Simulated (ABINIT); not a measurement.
ABINIT run on Rh (Fm-3m, 1 atom in the cell): self-consistent single point.

Method: PBE, spin-orbit coupling, norm-conserving pseudopotentials (PseudoDojo nc-fr-04 PBE standard) (plane waves; ABINIT).

```yaml
crystal:
  lattice:
    - [0.00000, 1.88396, 1.88396]
    - [1.88396, 0.00000, 1.88396]
    - [1.88396, 1.88396, 0.00000]
  atoms:
    - { symbol: Rh, position: [0.00000, 0.00000, 0.00000] }
```

Reference input (self-consistent single point, DFT, PBE, plane waves, norm-conserving pseudopotentials (PseudoDojo nc-sr-05 PBE standard)): pseudos = [Rh.upf]; ecut = 44 Ha; occopt = 7; tsmear = 0.1 eV; ngkpt = 15 15 15; nshiftk = 1; shiftk = 0 0 0; potentials = PseudoDojo nc-sr-05 PBE standard; nband = 14; kptopt = 1; nstep = 60; tolvrs = 1e-11. This run's input differs from it in these lines:

```diff
@@ -1,2 +1,2 @@
-# Rh, PseudoDojo nc-sr-05 PBE standard
+# Rh, PseudoDojo nc-fr-04 PBE standard
 pp_dirpath "./"
@@ -14,5 +14,7 @@
 ecut 44
+nspinor 2
+nspden 1
 occopt 7
 tsmear 0.1 eV
-nband 14
+nband 29
 kptopt 1
```

Its files differ too (potentials: PseudoDojo nc-sr-05 PBE standard → PseudoDojo nc-fr-04 PBE standard).

The program printed (abridged):

```
 pspatm: atomic psp has been read  and splines computed

   3.63817286E+02                                ecore*ucvol(ha*bohr**3)
 ==== Info on pseudopotentials ====
  Norm-conserving pseudopotentials
  Number of pseudopotentials ..    1
  Number of types of atoms   ..    1
  Calculation with spin-orbit coupling
  Max number of channels (spin-orbit included)   5
  - Atom type    1 has spin-orbit characteristics (pspso=  2)
  Nonlocal part applied using Legendre polynomials
  Max number of non-local projectors over l and type   4
  Highest angular momentum +1 .......   3
  Max number of (l,n)   components ..  18
  Max number of (l,m,n) components ..  18

 Pseudo-Core Charge Info:
   Number of radial points for pseudo-core charge .. 2501
   XC core-correction treatment (optnlxccc) ........    1
   Radius for pseudo-core charge for each type .....

  - Atom type    1 has pseudo-core radius ..  2.5200

 Info on the Q-grid used for form factors in spline form:
   Number of q-points for radial functions ffspl ..   3001
   Number of q-points for vlspl ...................   3001
   vloc is computed in Reciprocal Space
   model core charge treated in real-space

  XC functional for type 1 is -101130
  Pseudo valence available: yes

 symatm: atom number 1 is reached starting at atom
   1  1  1  1  1  1  1  1  1  1  1  1  1  1  1  1  1  1  1  1  1  1  1  1
   1  1  1  1  1  1  1  1  1  1  1  1  1  1  1  1  1  1  1  1  1  1  1  1

--- !BUG
src_file: m_inwffil.F90
src_line: 2703
mpi_rank: 0
message: |
    When nspinor2 is 2, nbd2 must be even, while it is nbd2=29
...

  Action: contact ABINIT group (please attach the output of `abinit -b`)

 abinit_abort: decision taken to exit. Check above messages for more info
Abort(13) on node 0 (rank 0 in comm 0): application called MPI_Abort(MPI_COMM_WORLD, 13) - process 0

--- !BUG
src_file: m_inwffil.F90
src_line: 2703
mpi_rank: 0
message: |
    When nspinor2 is 2, nbd2 must be even, while it is nbd2=29
...

  Action: contact ABINIT group (please attach the output of `abinit -b`)
```

The program stopped before any SCF iteration. 

The starting cell comes from a database of computed structures (which also holds hypothetical and non-ambient phases and stackings), without a prior relaxation at this level. Its lattice was rescaled by a random factor within 2.5 % of one.
